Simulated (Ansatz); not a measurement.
Functionals compared on Br on the 1x1 (0001) surface of hcp Ti, one in a 2x2 cell, started at the site 'bridge Ti-Ti (span 2.9 Å)', in Ansatz (plane waves, PAW). The structure was relaxed with PBE; the other rows are single points on it, each with its references at the same level. Cutoff 420 eV (500 eV for r2SCAN).

Set-up: 17 atoms, 6.8 Å thick at the start under the adsorbate (thin: gaps and levels are the slab's own); mesh 6x6x1; 0.1 eV smearing; dipole correction on; 8 atoms held, the rest relaxed; start symmetry kept, larger cells not searched; no spin, no spin-orbit, no U, no dispersion correction. At the end it is bonded to 3 Ti. In PBE it is, or lies within 0.03 eV of, the lowest of the starts that converged. These notes are the PBE run's. Adsorption energies are against ½ Br2(g). A negative adsorption energy means that the adsorbate is more stable on the surface than in its reference.

```csv
functional,adsorption energy (eV),work function of the top face (eV),change of the work function (eV),rough cost of the single point
PBE,-3.20,4.08,-0.31,–
RPBE,___,___,___,around 2.0 core-minutes (rough)
r2SCAN,-3.63,4.10,-0.42,very roughly 4 core-minutes
```

Some entries are withheld; supply them.


- RPBE, adsorption energy (eV): -2.97
- RPBE, work function of the top face (eV): 3.97
- RPBE, change of the work function (eV): -0.32

Ansatz is a quantum-chemistry and plane-wave program.
